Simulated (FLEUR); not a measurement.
```
CELL_PARAMETERS angstrom
      5.18853     0.00000     0.00000
     -2.59427     4.49340     0.00000
      0.00000     0.00000     4.17758
ATOMIC_POSITIONS crystal
  Al 0.66667 0.33333 0.25000
  Al 0.33333 0.66667 0.75000
  Co 0.16488 0.32976 0.25000
  Co 0.83512 0.67024 0.75000
  Co 0.83512 0.16488 0.75000
  Co 0.16488 0.83512 0.25000
  Co 0.67024 0.83512 0.25000
  Co 0.32976 0.16488 0.75000
```
Moments meant for the start (each program seeds them in its own way; μB, in the order of the atoms Al Al Co Co Co Co Co Co): 0.0 0.0 3.0 3.0 3.0 3.0 3.0 3.0.

Method: PBEsol, all-electron FLAPW (FLEUR), scalar-relativistic valence in FLEUR.

The set-up and first iterations of a FLEUR log for AlCo₃ (P6_3/mmc, 8 atoms in the cell):

```
      Welcome to FLEUR        (www.flapw.de)
      MaX-Release 8.1          (www.max-centre.eu)

 ========== k-point set info ==========
 Selected k-point list: default-1
 k-point list type: mesh
 5 x 5 x 5
 Number of k points: 15

 ------------Calculation Setup---------------------------
           1           3           5          15
 Number of basis functions:          573
 Iteration:     1   Distance:      32.73717047 me/bohr^3
 Iteration:     2   Distance:      31.92151118 me/bohr^3
 Iteration:     3   Distance:      13.28466867 me/bohr^3
 Iteration:     4   Distance:      10.86265945 me/bohr^3
 Iteration:     5   Distance:       5.03293462 me/bohr^3
```

Q: Will this run converge, and how will it end?

A: The run converged in 26 iterations. Its thresholds were met; that alone does not show that basis and mesh suffice. It ends on: total energy -240501.3759 eV; Fermi level (on the code's own zero) 8.76 eV; size of the cell's spin moment 7.51 μB; site moments (μB, in the program's spheres or projections) Al -0.08, Al -0.08, Co 1.33, Co 1.33, Co 1.33, Co 1.33, Co 1.33, Co 1.33. The log goes on:

```
   [... 17 lines left out ...]
 Iteration:    23   Distance:       0.00014646 me/bohr^3
 Iteration:    24   Distance:       0.00007904 me/bohr^3
 Iteration:    25   Distance:       0.00008825 me/bohr^3
 Iteration:    26   Distance:       0.00000794 me/bohr^3
 Reset of history
 Run finished successfully
 Stop message:
   Structural relaxation: new displacements generated

[file out, last iteration]
             iter=     27
[...]
          total density-effective poten   -1.4030009439E+04
          total charge density-energy d   -3.8689667982E+02
 Updated energy parameters for spin:           1
 Updated energy parameters for spin:           2
[...]
 fermi energy and band-weighting factors:
   [... 7 lines left out ...]

[...]
FERMIE:
          first approx. to ef    (T=0)  :   0.322296 htr   (energy of the highest occ. eigenvalue)
          number of occ. states  (T=0)  :       1437
          first approx. to seigv (T=0)  : -51.281718 htr
          sum of weights of occ. states :  96.064000
          sum of semicore charge        :   0.000000 e
          fermi energy=   0.32201 har   work function=  -8.76244 ev
          number of valence electrons=  96.00000
     band-weighting factor for spin=    1
     k-point=    1
   [... lines left out ...]
          total moment                 =     7.50853
 Direct bandgap for spin            1 :    1.4916805167031588E-002  Htr
 Direct bandgap for spin            2 :    1.1807455872579475E-003  Htr
   [... lines left out ...]
 ---->    total energy=                    -8838.2625459937 htr
 ---->    (input%tkb*entropy) TS=              0.0000000000 htr
 ---->    free energy=                     -8838.2625459937 htr
      extrapolation for T->0
 ---->    total electron energy=           -8838.2625459937 htr
SPIN-1 FORCE FOR ATOM TYPE=  1  X= -4.902   Y=  2.830   Z=  1.974      FX_SP = 0.000000 FY_SP = 0.000000 FZ_SP = 0.000000
SPIN-2 FORCE FOR ATOM TYPE=  1  X= -4.902   Y=  2.830   Z=  1.974      FX_SP = 0.000000 FY_SP = 0.000000 FZ_SP =
```

For comparison: a first run (DFT, LDA (Perdew-Zunger), all-electron FLAPW (FLEUR), scalar-relativistic valence) was changed to give this one (xcFunctional: pz → PBEs), and from it to this one the size of the net moment goes from 0.91 to 0.94 μB/atom.

The starting cell comes from a database of computed structures (which also holds hypothetical and non-ambient phases and stackings), without a prior relaxation at this level. Its lattice was rescaled by a random factor within 2.5 % of one. The magnetic order is the one reached from the typed start; others were not searched systematically. Values depend on the basis (sphere radii, cutoffs, local orbitals), which need not be converged. The log's line on a gap gives a spacing of levels on this mesh, which the program prints for metals too.

FLEUR gives forces in its relaxation mode, with a further iteration, so its stop message speaks of a relaxation.

The run was DFT, PBEsol, all-electron FLAPW (FLEUR), scalar-relativistic valence. Main settings of its input:

* **Kmax**: 3.6 1/bohr
* **GmaxXC**: 10.8 1/bohr
* **xcFunctional**: PBEs
* **jspins**: 2
* **l_soc**: F
* **mode**: gauss
* **fermiSmearingEnergy**: 0.00183747 Htr
* **mesh (inpgen div1-3)**: 5 5 5
* **inpgen gamma flag**: false
* **Gmax**: 10.8 1/bohr
* **numbands**: 0
* **maxIterBroyd**: 99
